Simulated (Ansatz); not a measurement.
Reference: Ta (Im-3m), PBEsol, DFPT electron-phonon coupling, linearised Boltzmann equation (plane waves, PAW, scalar-relativistic; Ansatz, a quantum-chemistry and plane-wave program); axes and stresses refer to this cell.

```yaml
crystal:
  lattice:
    - [-1.64114, 1.64114, 1.64114]
    - [1.64114, -1.64114, 1.64114]
    - [1.64114, 1.64114, -1.64114]
  atoms:
    - { symbol: Ta, position: [0.00000, 0.00000, 0.00000] }
```

Tc at μ* = 0.13: 7.9 K
electron-phonon coupling λ: 0.94
mean free path at 300 K: 3.7 nm

Problem. Change: hydrostatic pressure -4 GPa. What happens to Tc at μ* = 0.13, electron-phonon coupling λ, mean free path at 300 K?

Solution. Tc at μ* = 0.13 rises to 8.2 K; electron-phonon coupling λ goes up to 0.98; mean free path at 300 K shrinks to 3.5 nm.

Metals; harmonic phonons alone scatter; means over directions. Tc is from the anisotropic Migdal-Eliashberg equations; μ* is a chosen number, and for metals of groups 4 to 10 Tc can lie well above the measured one. The mean free path is weighted by the current that each state carries. Halving the electron mesh moves these values by up to 2 %; q meshes are mostly untested. Some of the runs warned that the eigensolver left states short of its tolerance. Spin-orbit coupling is left out unless a row names it. Stresses and pressures are the targets of the relaxation.  The structure type is held under load, also where the real crystal would transform.
